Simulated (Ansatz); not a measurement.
Base system: BP in the zinc blende structure (space group F-43m, No. 216; a = 4.537 Å).

The values are results of plane-wave PAW DFT at the r2SCAN level (Ansatz, a program for electronic structure, 500 eV), no spin-orbit coupling, not measurements.

Before the change:

```
Item                                               Result
-----------------------------  --------------------------
Band gap                                          1.41 eV
Shortest interatomic distance                  3.712 bohr
Hole mass                      0.24, 0.24, 0.32 mₑ (at Γ)
Density                                        2.97 g/cm³
Smallest direct gap                               3.60 eV
```

Now apply this change: a hydrostatic pressure of 2.1 GPa.

Problem. What does the calculation give for the band gap, shortest interatomic distance, hole mass, density and smallest direct gap after the change?

Solution. The band gap decreases by 0.02 eV (1.41 eV → 1.39 eV); the shortest interatomic distance drops by 0.015 bohr to 3.697 bohr; the hole mass (degenerate bands, along [100]) remains 0.24, 0.24, 0.32 mₑ (at Γ); the density increases by 0.04 g/cm³, from 2.97 g/cm³ to 3.01 g/cm³; the smallest direct gap rises by 0.02 eV (3.60 eV → 3.62 eV).

Load acts through the strain it causes; cell and atoms are relaxed under it. Effective masses come from finite differences of ±0.01 Å⁻¹. Whether these cells are dynamically stable was not tested.
